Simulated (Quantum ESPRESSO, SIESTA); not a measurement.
A SIESTA input for a self-consistent single point of ScZn3 (P1, 8 atoms in the cell) (DFT, LDA PW92, numerical atomic orbitals DZP, PseudoDojo LDA standard norm-conserving potentials (rewritten from UPF to PSML)):

```
# files in the folder: Sc.psml Zn.psml (PseudoDojo LDA standard)
SystemName  ScZn3
SystemLabel ScZn3

NumberOfAtoms                8
NumberOfSpecies              2
%block ChemicalSpeciesLabel
  1 21 Sc
  2 30 Zn
%endblock ChemicalSpeciesLabel
LatticeConstant              1.0 Ang
%block LatticeVectors
     5.806845000    0.000000000    0.000000000
    -2.903422000    5.028875000    0.000000000
     0.000000000    0.000000000    4.289779000
%endblock LatticeVectors
AtomicCoordinatesFormat      ScaledCartesian
%block AtomicCoordinatesAndAtomicSpecies
     0.063837891    3.427263803    3.220808971  1
     2.952383077    1.640142437    1.024403515  1
     2.843522338    3.500785956    3.244947557  2
     0.030314796    1.624261250    1.083842693  2
    -1.529325117    4.257827770    1.133964471  2
     4.420870218    0.792404863    3.162459397  2
     1.351531628    0.681945623    3.223344230  2
     1.480554266    4.190863270    1.065340876  2
%endblock AtomicCoordinatesAndAtomicSpecies

XC.functional                LDA
XC.authors                   PW92
PAO.BasisSize                DZP
PAO.EnergyShift              0.01 Ry
MeshCutoff                   400 Ry
%block kgrid.MonkhorstPack
    5   0   0  0.0
    0   5   0  0.0
    0   0   5  0.0
%endblock kgrid.MonkhorstPack
OccupationFunction           FD
ElectronicTemperature        580.23 K

MaxSCFIterations             150
SCF.Mixer.Method             Broyden
SCF.Mixer.Weight             0.1
SCF.Mixer.History            6
SCF.DM.Tolerance             1.0E-04
Diag.ParallelOverK           true
WriteForces                  true
Charge.Mulliken              end
```

### Question
Write the same calculation as an input for Quantum ESPRESSO.

### Answer
One input that does it (others would too):

```fortran
&CONTROL
 calculation = 'scf'
 prefix = 'pwscf'
 outdir = './out'
 pseudo_dir = './'
 tprnfor = .true.
 tstress = .true.
/
&SYSTEM
 ibrav = 0
 nat = 8
 ntyp = 2
 ecutwfc = 50
 ecutrho = 400
 occupations = 'smearing'
 smearing = 'fermi-dirac'
 degauss = 0.0036749
/
&ELECTRONS
 conv_thr = 1e-10
 mixing_beta = 0.7
/
ATOMIC_SPECIES
Sc    44.9559  sc_lda_v1.uspp.F.UPF
Zn    65.3800  zn_lda_v1.uspp.F.UPF
ATOMIC_POSITIONS {alat}
Sc    0.0109935587    0.5902110016    0.5546573003
Sc    0.5084315281    0.2824498393    0.1764130978
Zn    0.4896845599    0.6028722923    0.5588142197
Zn    0.0052205278    0.2797149312    0.1866491516
Zn   -0.2633659271    0.7332428831    0.1952806508
Zn    0.7613205136    0.1364604811    0.5446088878
Zn    0.2327480117    0.1174382342    0.5550938987
Zn    0.2549670718    0.7217108895    0.1834629435
K_POINTS {automatic}
5 5 5  0 0 0
CELL_PARAMETERS {angstrom}
   5.8068450000     0.0000000000     0.0000000000
  -2.9034220000     5.0288750000     0.0000000000
   0.0000000000     0.0000000000     4.2897790000
```

Basis settings and potentials, where a program has them, do not carry over. This input uses DFT, LDA (PZ), plane waves, GBRV 1.5 ultrasoft (LDA) pseudopotentials. LDA parametrisations can differ slightly between programs.

The starting cell comes from a database of computed structures (which also holds hypothetical and non-ambient phases and stackings), without a prior relaxation at this level. Its lattice was rescaled by a random factor within 2.5 % of one. For this run, on top of that: atoms moved at random.
